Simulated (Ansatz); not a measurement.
Start from Hf in the hcp (Mg type) structure (space group P6_3/mmc, No. 194).

```yaml
crystal:
  lattice:
    - [3.15905, 0.00000, 0.00000]
    - [-1.57953, 2.73582, 0.00000]
    - [0.00000, 0.00000, 5.00010]
  atoms:
    - { symbol: Hf, position: [0.33333, 0.66667, 0.75000] }
    - { symbol: Hf, position: [0.66667, 0.33333, 0.25000] }
```

Cartesian axes are those of the cell as printed.

All numbers come from Ansatz (a program for electronic structure), PBEsol, PAW, cutoff 420 eV, without spin-orbit coupling.

Strains are applied to the cell and any free atomic positions relax; under biaxial strain the out-of-plane vector relaxes too.

One change was made to it. Results:

The shortest interatomic distance rises by 0.023 Å (3.095 Å → 3.118 Å); the pressure (mean of the normal stresses, compression positive) goes from zero to -1.3 GPa.

Name the change that was made.
A. biaxial strain −2.48 %, plane normal [001], relaxed out of plane
B. uniaxial strain ε_zz = +1.15 %
C. isotropic strain +1.18 %

B, uniaxial strain ε_zz = +1.15 %. For comparison, the pressure in the other runs: isotropic strain +1.18 % gives -3.8 GPa; biaxial strain −2.48 %, plane normal [001], relaxed out of plane gives 3.7 GPa.

Without a gap, meshes like the base's 17×17×9 leave anisotropic stresses uncertain by several tenths of a GPa, and small strain energies with them. Stability against distortions was not tested. The final runs are not spin-polarised.
